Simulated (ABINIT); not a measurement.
# Several settings converged on Ba (Im-3m, 1 atom in the cell)

```
Ba
1.0
   -2.49745     2.49745     2.49745
    2.49745    -2.49745     2.49745
    2.49745     2.49745    -2.49745
Ba
1
Direct
  0.00000   0.00000   0.00000
```

Base method: PBE, norm-conserving pseudopotentials (PseudoDojo nc-sr-05 PBE standard) (plane waves; ABINIT 10.0.3).

Base settings: pseudos = [Ba.upf]; ecut = 762 eV; ixc = 11; occopt = 7; tsmear = 0.00367493 Ha; ngkpt = 3 3 3; nshiftk = 1; shiftk = 0 0 0; potentials = PseudoDojo nc-sr-05 PBE standard; nband = 10.

The count of work is k-points × plane waves × bands × iterations; it is no time. 

**The cutoff for other potential files**

Level: DFT, PBE, plane waves, PAW (JTH v2.0 PBE PAW).

In this ladder: pseudos = [Ba.GGA_PBE-JTH.xml]; potentials = JTH v2.0 PBE PAW; pawxcdev = 0. Moved along: pawecutdg.

The second cell is the first with its lattice scaled by 0.98.

The mesh stays at the base's, so the ladder's end is converged at best in this setting alone.

Only quantities that move along the ladder and can be compared are tabulated.

```csv
ecut,free energy less the last step's (meV/atom),energy of the compressed cell less the first (meV/atom),pressure (GPa),count of work / last
245 eV,17.57,-9.61,-0.55,0.13
299 eV,11.86,-8.61,-0.64,0.17
381 eV,3.81,-7.78,-0.57,0.25
463 eV,2.64,-8.16,-0.50,0.33
544 eV,1.33,-7.56,-0.49,0.39
653 eV,0.56,-8.21,-0.51,0.55
816 eV,0.39,-8.28,-0.53,0.65
1088 eV,0.00,-8.00,-0.51,1.0
```

Coarsest ecut that holds the energy of the compressed cell less the first within 1 meV/atom of the last step, with all finer ones: 299 eV, at 0.17 of the last step's count of work; the step before is off by 1.6 meV/atom.

Coarsest ecut that holds the pressure within 0.05 GPa of the last step, with all finer ones: 463 eV, at 0.33 of the last step's count of work; the step before is off by 0.06 GPa.

Coarsest ecut that holds the free energy within 2 meV/atom of the last step, with all finer ones: 544 eV, at 0.39 of the last step's count of work; the step before is off by 2.6 meV/atom.

The energy difference between the two cells stays within 1 meV/atom of the last step's from 299 eV on, the total only from 653 eV on: much of the error is common to both cells and cancels.

**The cutoff for other potential files**

Level: DFT, PBE, plane waves, norm-conserving pseudopotentials (PseudoDojo nc-fr-04 PBE standard).

In this ladder: potentials = PseudoDojo nc-fr-04 PBE standard.

The second cell is the first with its lattice scaled by 0.98.

The mesh stays at the base's, so the ladder's end is converged at best in this setting alone.

Only quantities that move along the ladder and can be compared are tabulated.

| ecut | free energy less the last step's (meV/atom) | energy of the compressed cell less the first (meV/atom) | pressure (GPa) | count of work / last |
|---|---|---|---|---|
| 354 eV | 300.84 | -25.98 | -4.45 | 0.070 |
| 435 eV | 45.29 | -9.93 | -1.43 | 0.11 |
| 544 eV | 2.55 | -9.71 | -0.63 | 0.15 |
| 653 eV | 0.80 | -9.78 | -0.59 | 0.24 |
| 762 eV | 0.52 | -9.78 | -0.58 | 0.32 |
| 925 eV | 0.44 | -9.78 | -0.58 | 0.43 |
| 1143 eV | 0.27 | -9.78 | -0.58 | 0.64 |
| 1551 eV | 0.00 | -9.79 | -0.58 | 1.0 |

Coarsest ecut that holds the free energy within 5 meV/atom of the last step, with all finer ones: 544 eV, at 0.15 of the last step's count of work; the step before is off by 45 meV/atom.

Coarsest ecut that holds the pressure within 0.5 GPa of the last step, with all finer ones: 544 eV, at 0.15 of the last step's count of work; the step before is off by 0.85 GPa.

Coarsest ecut that holds the energy of the compressed cell less the first within 0.2 meV/atom of the last step, with all finer ones: 435 eV, at 0.11 of the last step's count of work; the step before is off by 16 meV/atom.

The energy difference between the two cells stays within 1 meV/atom of the last step's from 435 eV on, the total only from 653 eV on: much of the error is common to both cells and cancels.

At the lowest cutoff the pressure lies 3.9 GPa under the last step's, the usual sign of Pulay stress in an incomplete plane-wave basis.

**The relaxed cell against the cutoff**

In this ladder: ionmov = 3; ntime = 40; tolmxf = 0.0001 Ha/bohr; optcell = 2; dilatmx = 1.08; ecutsm = 0.5 Ha.

The mesh stays at the base's, so the ladder's end is converged at best in this setting alone.

Only quantities that move along the ladder and can be compared are tabulated.

| ecut | relaxed volume (Å³/atom) | relaxation steps |
|---|---|---|
| 381 eV | 54.736 | 10 |
| 463 eV | 55.868 | 8 |
| 544 eV | 56.179 | 4 |
| 653 eV | 56.395 | 5 |
| 762 eV | 56.399 | 5 |
| 925 eV | 56.386 | 5 |
| 1143 eV | 56.391 | 5 |
| 1551 eV | 56.395 | 5 |

Coarsest ecut that holds the relaxed volume within 0.056 Å³/atom of the last step, with all finer ones: 653 eV; the step before is off by 0.22 Å³/atom.

At the lowest cutoff the cell relaxes to a volume 2.9 % smaller than at the highest.

On the base run: the starting cell has typed, rounded lattice constants, without a prior relaxation at this level. Its lattice was rescaled by up to half a per cent. Without a gap this mesh is coarse (it stands for a supercell whose shortest vector is 13 Å).
